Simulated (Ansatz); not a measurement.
# HgSe in the zinc blende structure (space group F-43m, No. 216)

```xyz
2
Lattice="0.0000 3.1300 3.1300 3.1300 0.0000 3.1300 3.1300 3.1300 0.0000" Properties=species:S:1:pos:R:3 pbc="T T T"
Hg     0.0000     0.0000     0.0000
Se     4.6950     4.6950     4.6950
```

Computed with Ansatz (a program for electronic structure) PBE, no spin-orbit coupling. k-mesh 13×13×13 (Γ-centred); smearing 0.05 eV (Fermi–Dirac).

```json
{
 "volume_per_atom": "30.66 Å³",
 "density": "7.57 g/cm³",
 "band_gap": "zero",
 "total_energy": "-9641.480 eV/atom (σ→0; compares only within this code and set-up)"
}
```

Spin-orbit coupling, missing from the scalar runs, can matter with Hg. No phonon test of stability was made. The final runs are not spin-polarised. The zero or small gap of HgSe can change with the level of theory.
